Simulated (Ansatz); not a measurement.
## Effect of uniaxial strain ε_yy = −0.15 % on TiO2

Consider TiO2 in the anatase structure (space group I4_1/amd, No. 141; a = 3.7697 Å, c = 9.5521 Å). Axes: x, y, z lie along a, b, c of the conventional cell.

Now apply this change: uniaxial strain ε_yy = −0.15 %, all other strain components held at zero; the atoms relax in the strained cell.

The values are results of PBEsol (Ansatz, a quantum-chemistry and plane-wave program; PAW; 420 eV plane waves; no SOC), not measurements. Settings: 12×12×12 k-points, 0.05 eV Fermi–Dirac smearing.

- Volume per atom = 11.29 Å³ (base 11.31 Å³)
- Space group = Imma (No. 74) (base I4_1/amd (No. 141))
- Shortest interatomic distance = 1.926 Å (base 1.928 Å)
- Energy relative to the base (free energy F) = 0.0 meV/atom
- Pressure (mean of the normal stresses, compression positive) = 0.34 GPa (base 0.00 GPa)
- Band gap = 2.11 eV (base 2.11 eV)
- Gap character = indirect, Γ–T (87 % along) → Γ
- Stress (xx, yy, zz, yz, xz, xy; compression positive) = (0.24, 0.54, 0.23, 0.00, 0.00, 0.00) GPa

Whether these cells are dynamically stable was not tested. The base started in C2/c and relaxed to I4_1/amd at this level. The final runs are not spin-polarised. k-point labels follow each cell's own Brillouin zone.
